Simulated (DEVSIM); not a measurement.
System: Si p+/n-/n+ power diode, at 300 K.

| layer (left to right) | material | thickness (μm) | Nd (cm⁻³) | Na (cm⁻³) | τn (s) | τp (s) |
|---|---|---|---|---|---|---|
| 1 | Si | 0.950 | - | 1.1e18 | 0.00041 | 0.00041 |
| 2 | Si | 7.90 | 4.4e15 | - | 0.00041 | 0.00041 |
| 3 | Si | 1.60 | 1.1e18 | - | 0.00041 | 0.00041 |

Left contact: ohmic. Right contact: ohmic. Voltage is applied to the left contact. Recombination: SRH at mid-gap, Auger. Gap narrowing is on: ΔEg = 6.92 meV × (l + √(l² + 0.5)), l = ln(N/1.3e17 cm⁻³), shared equally by both band edges. Mobility is constant in doping.

The device is made up for the run: typed textbook-type constants, with dimensions and the other settings drawn at random. Values at 300 K.

| parameter | Si |
|---|---|
| gap (eV) | 1.124 |
| affinity (eV) | 4.05 |
| permittivity | 11.7 |
| Nc (cm⁻³) | 2.86e19 |
| Nv (cm⁻³) | 3.1e19 |
| μn (cm²/Vs) | 1417 |
| μp (cm²/Vs) | 470 |
| Cn (cm⁶/s) | 2.8e-31 |
| Cp (cm⁶/s) | 9.9e-32 |

DEVSIM, 1D drift-diffusion, Boltzmann statistics, complete ionisation; no tunnelling, impact ionisation, image-force lowering or self-heating.

**Question.** Tabulate band edges, carrier densities and field at 0.9 V on the left contact.

**Answer.** Energies count from the Fermi level of the right contact; mesh points crowd at the junctions.

```json
[
 {"x (μm)": "0.000", "Ec (eV)": "0.107", "Ev (eV)": "-0.986", "n (cm⁻³)": "340", "p (cm⁻³)": "1.1e18", "field (V/cm)": "17"},
 {"x (μm)": "0.04135", "Ec (eV)": "0.107", "Ev (eV)": "-0.986", "n (cm⁻³)": "1.6e15", "p (cm⁻³)": "1.1e18", "field (V/cm)": "16"},
 {"x (μm)": "0.1571", "Ec (eV)": "0.108", "Ev (eV)": "-0.986", "n (cm⁻³)": "6.0e15", "p (cm⁻³)": "1.1e18", "field (V/cm)": "16"},
 {"x (μm)": "0.4550", "Ec (eV)": "0.108", "Ev (eV)": "-0.986", "n (cm⁻³)": "1.7e16", "p (cm⁻³)": "1.1e18", "field (V/cm)": "16"},
 {"x (μm)": "0.8304", "Ec (eV)": "0.109", "Ev (eV)": "-0.985", "n (cm⁻³)": "3.1e16", "p (cm⁻³)": "1.1e18", "field (V/cm)": "16"},
 {"x (μm)": "0.9224", "Ec (eV)": "0.109", "Ev (eV)": "-0.985", "n (cm⁻³)": "3.4e16", "p (cm⁻³)": "1.1e18", "field (V/cm)": "-16"},
 {"x (μm)": "0.9554", "Ec (eV)": "0.094", "Ev (eV)": "-1.029", "n (cm⁻³)": "6.3e16", "p (cm⁻³)": "2.0e17", "field (V/cm)": "-18000"},
 {"x (μm)": "1.043", "Ec (eV)": "0.079", "Ev (eV)": "-1.044", "n (cm⁻³)": "1.2e17", "p (cm⁻³)": "1.1e17", "field (V/cm)": "80"},
 {"x (μm)": "1.263", "Ec (eV)": "0.081", "Ev (eV)": "-1.042", "n (cm⁻³)": "1.2e17", "p (cm⁻³)": "1.1e17", "field (V/cm)": "80"},
 {"x (μm)": "1.856", "Ec (eV)": "0.086", "Ev (eV)": "-1.038", "n (cm⁻³)": "1.2e17", "p (cm⁻³)": "1.1e17", "field (V/cm)": "79"},
 {"x (μm)": "3.597", "Ec (eV)": "0.099", "Ev (eV)": "-1.024", "n (cm⁻³)": "1.2e17", "p (cm⁻³)": "1.2e17", "field (V/cm)": "76"},
 {"x (μm)": "7.373", "Ec (eV)": "0.127", "Ev (eV)": "-0.997", "n (cm⁻³)": "1.3e17", "p (cm⁻³)": "1.3e17", "field (V/cm)": "70"},
 {"x (μm)": "8.330", "Ec (eV)": "0.133", "Ev (eV)": "-0.990", "n (cm⁻³)": "1.3e17", "p (cm⁻³)": "1.3e17", "field (V/cm)": "69"},
 {"x (μm)": "8.685", "Ec (eV)": "0.136", "Ev (eV)": "-0.988", "n (cm⁻³)": "1.3e17", "p (cm⁻³)": "1.3e17", "field (V/cm)": "69"},
 {"x (μm)": "8.826", "Ec (eV)": "0.135", "Ev (eV)": "-0.988", "n (cm⁻³)": "1.4e17", "p (cm⁻³)": "1.2e17", "field (V/cm)": "-1700"},
 {"x (μm)": "8.859", "Ec (eV)": "0.083", "Ev (eV)": "-1.011", "n (cm⁻³)": "1.1e18", "p (cm⁻³)": "5.1e16", "field (V/cm)": "-3100"},
 {"x (μm)": "8.920", "Ec (eV)": "0.082", "Ev (eV)": "-1.012", "n (cm⁻³)": "1.1e18", "p (cm⁻³)": "4.7e16", "field (V/cm)": "15"},
 {"x (μm)": "9.081", "Ec (eV)": "0.082", "Ev (eV)": "-1.012", "n (cm⁻³)": "1.1e18", "p (cm⁻³)": "4.2e16", "field (V/cm)": "15"},
 {"x (μm)": "9.771", "Ec (eV)": "0.083", "Ev (eV)": "-1.010", "n (cm⁻³)": "1.1e18", "p (cm⁻³)": "2.1e16", "field (V/cm)": "16"},
 {"x (μm)": "10.22", "Ec (eV)": "0.084", "Ev (eV)": "-1.010", "n (cm⁻³)": "1.1e18", "p (cm⁻³)": "7.2e15", "field (V/cm)": "16"},
 {"x (μm)": "10.38", "Ec (eV)": "0.084", "Ev (eV)": "-1.010", "n (cm⁻³)": "1.1e18", "p (cm⁻³)": "2.2e15", "field (V/cm)": "16"},
 {"x (μm)": "10.45", "Ec (eV)": "0.084", "Ev (eV)": "-1.009", "n (cm⁻³)": "1.1e18", "p (cm⁻³)": "340", "field (V/cm)": "17"}
]
```
